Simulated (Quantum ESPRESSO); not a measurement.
Worked example: self-consistent single point of Ba (Im-3m, 1 atom in the cell) in Quantum ESPRESSO.

Method: PBEsol, PSlibrary ultrasoft (PBE) pseudopotentials (plane waves; Quantum ESPRESSO).

```
Ba
1.0
    2.55995     2.55995     2.55995
   -2.55995     2.55995     2.55995
   -2.55995    -2.55995     2.55995
Ba
1
Direct
  0.00000   0.00000   0.00000
```

Reference input (self-consistent single point, DFT, PBE, plane waves, PSlibrary ultrasoft (PBE) pseudopotentials): ecutwfc = 45 Ry; ecutrho = 270 Ry; occupations = smearing; smearing = fermi-dirac; degauss = 0.0036749 Ry; potentials = {Ba: Ba.pbe-spn-rrkjus_psl.1.0.0.UPF}; K_POINTS = automatic 12 12 12 0 0 0; conv_thr = 1e-09 Ry; mixing_beta = 0.4. This run's input differs from it in these lines:

```diff
@@ -18,2 +18,3 @@
   degauss = 0.0036749
+  input_dft = 'pbesol'
 /
```

The program printed (abridged):

```
     Self-consistent Calculation

     iteration #  1     ecut=    45.00 Ry     beta= 0.40

     Threshold (ethr) on eigenvalues was too large:
     Diagonalizing with lowered threshold

     c_bands:  1 eigenvalues not converged

     total energy              =     -62.56218908 Ry
     estimated scf accuracy    <       0.00096807 Ry

     iteration #  2     ecut=    45.00 Ry     beta= 0.40

     total energy              =     -62.56229141 Ry
     estimated scf accuracy    <       0.00029473 Ry

     iteration #  3     ecut=    45.00 Ry     beta= 0.40

     total energy              =     -62.56232154 Ry
     estimated scf accuracy    <       0.00002314 Ry

   [... 3 blocks of this kind left out ...]

     iteration #  7     ecut=    45.00 Ry     beta= 0.40

     total energy              =     -62.56232493 Ry
     estimated scf accuracy    <          2.6E-09 Ry

     iteration #  8     ecut=    45.00 Ry     beta= 0.40
     End of self-consistent calculation

     the Fermi energy is     5.2936 ev

!    total energy              =     -62.56232493 Ry
     estimated scf accuracy    <          2.4E-10 Ry
     smearing contrib. (-TS)   =      -0.00076413 Ry
     internal energy E=F+TS    =     -62.56156080 Ry

     convergence has been achieved in   8 iterations

     Forces acting on atoms (cartesian axes, Ry/au):

     atom    1 type  1   force =     0.00000000    0.00000000    0.00000000

     Total force =     0.000000     Total SCF correction =     0.000000

          total   stress  (Ry/bohr**3)                   (kbar)     P=      -10.58
  -0.00007195  -0.00000000   0.00000000          -10.58       -0.00        0.00
  -0.00000000  -0.00007195  -0.00000000           -0.00      -10.58       -0.00
   0.00000000  -0.00000000  -0.00007195            0.00       -0.00      -10.58

   JOB DONE.
```

The run converged in 8 iterations. Against the reference run the pressure goes from -0.45 to -1.06 GPa. The full log also holds: “c_bands:  1 eigenvalues not converged”.

The starting cell has typed, rounded lattice constants, without a prior relaxation at this level. Its lattice was rescaled by a random factor within 2.5 % of one.
